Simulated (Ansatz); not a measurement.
Zinc-blende BeS, treated with Hartree–Fock in Ansatz (PAW).

Numerical settings: plane-wave cutoff 520 eV, 10×10×10 k mesh, scalar-relativistic PAW data made under PBE.

Computed at the level's own relaxed cell.

Hill averages of the elastic tensor: K = 96.5 GPa, G = 75.8 GPa. Volume 15.119 Å³/atom, mean atomic mass 20.539 u.

Problem. Work out the density, the sound velocities of a polycrystal and the elastic Debye temperature at this level.

Solution. ρ = 1.66054 × 20.539/15.119 = 2.256 g/cm³. v_l = √[(K + 4G/3)/ρ] = 9.358 km/s and v_t = √(G/ρ) = 5.796 km/s. The mean follows from 3/v_m³ = 1/v_l³ + 2/v_t³: v_m = 6.391 km/s. Θ_D = (ħ/k_B) v_m (6π²/V)^(1/3) = 76.38 K Å s/km × 6.391 × 1.5763 Å⁻¹ = 769 K, counting all atoms of the cell.

Ansatz is an electronic-structure program.
